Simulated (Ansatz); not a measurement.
## A computed series for PbSe: response to strain

Consider PbSe in the rock salt structure (space group Fm-3m, No. 225; a = 6.178 Å). Axes: x, y, z lie along the cube axes.

Strains are applied to the cell and any free atomic positions relax.

Method: r2SCAN, PAW, 500 eV (Ansatz, a program for electronic structure; no SOC).

Candidates:
(a) uniaxial strain ε_zz = −4.93 %
(b) uniaxial strain ε_xx = +1.42 %
(c) isotropic strain +2.00 %
(d) uniaxial strain ε_yy = −1.03 %

Base values:

The band gap is 0.66 eV.

Question: Order them by band gap, lowest first.

Answer: (a) uniaxial strain ε_zz = −4.93 % (0.40 eV), (d) uniaxial strain ε_yy = −1.03 % (0.63 eV), (b) uniaxial strain ε_xx = +1.42 % (0.70 eV), (c) isotropic strain +2.00 % (0.84 eV)

With Pb present, leaving out spin-orbit coupling can change the band edges. Stability against distortions was not tested.
